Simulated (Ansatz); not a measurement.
Consider BaTiO3 (space group P4mm, No. 99; a = 3.9723 Å, c = 4.1128 Å).

Structures relaxed with r2SCAN, PAW, 500 eV (Ansatz, a quantum-chemistry and plane-wave program; spin-orbit coupling left out).

Base:

Simulated powder pattern, Cu Kα1, λ = 1.54056 Å (kinematic, ideal powder, no thermal factors, no anomalous dispersion; the 14 strongest lines at most, above 2 %, up to 2θ = 90°):

| 2θ (°) | I/Imax (%) | hkl |
|---|---|---|
| 21.59 | 9.9 | (001) |
| 22.36 | 18 | (100) |
| 31.28 | 100 | (101) |
| 31.83 | 47 | (110) |
| 38.79 | 37 | (111) |
| 44.00 | 18 | (002) |
| 45.64 | 33 | (200) |
| 55.32 | 19 | (112) |
| 56.37 | 37 | (211) |
| 65.26 | 20 | (202) |
| 66.52 | 9.5 | (220) |
| 72.94 | 8.8 | (103) |
| 79.76 | 7.9 | (311) |
| 83.24 | 9.6 | (222) |

One thing is altered: every O is replaced by C, then cell and atoms are relaxed.

After the change:

Simulated powder pattern, Cu Kα1, λ = 1.54056 Å (kinematic, ideal powder, no thermal factors, no anomalous dispersion; the 14 strongest lines at most, above 2 %, up to 2θ = 90°):

```csv
2θ (°),d (Å),I/Imax (%),hkl
20.98,4.231,20,(100)
29.84,2.991,100,(110)
36.77,2.443,18,(111)
42.71,2.115,28,(200)
48.05,1.892,11,(210)
52.97,1.727,39,(211)
61.99,1.496,17,(220)
66.22,1.410,5.7,(221)
70.31,1.338,17,(310)
74.30,1.276,6.4,(311)
78.21,1.221,5.7,(222)
82.06,1.173,2.7,(320)
85.88,1.131,20,(321)
```

The indices refer to each structure's own conventional cell; one index is shown for lines that coincide. The space group is now Pm-3m (No. 221).

Whether these cells are dynamically stable was not tested. As relaxed here, BaTiC3 is a hypothetical phase, not in the database extracts checked. All final runs are without spin polarisation. BaTiC3 has a high density of states at the Fermi level and may be magnetic at this level.
